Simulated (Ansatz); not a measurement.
Seebeck coefficient (μV/K, mean over directions) of n-type InP (F-43m) against carrier density, PBE with spin-orbit coupling, rigid bands (Ansatz, a program for electronic structure). Computed gap 0.64 eV; densities at which minority carriers matter at this gap, or further valleys turn the trend, are left out. Conductivity mass 0.064 mₑ (harmonic mean over directions), N_c = 3.7e17 cm⁻³ at 300 K.

| electron density | 300 K | 500 K |
|---|---|---|
| 1e17 cm⁻³ | -325 | [?] |
| 1e18 cm⁻³ | -148 | -210 |
| 3e18 cm⁻³ | -87 | -136 |
| 1e19 cm⁻³ | -47 | [?] |
| 3e19 cm⁻³ | -28 | [?] |
| 1e20 cm⁻³ | -18 | -34 |

Problem. Fill in the missing entries.

Solution. 
- 1e17 cm⁻³, 500 K: -398
- 1e19 cm⁻³, 500 K: -78
- 3e19 cm⁻³, 500 K: -47

Rigid bands with a gap fixed in temperature, one relaxation time for all states, no polarons or phonon drag, and whether or not such doping can be reached. Geometry: cell and atoms relaxed with PBEsol.
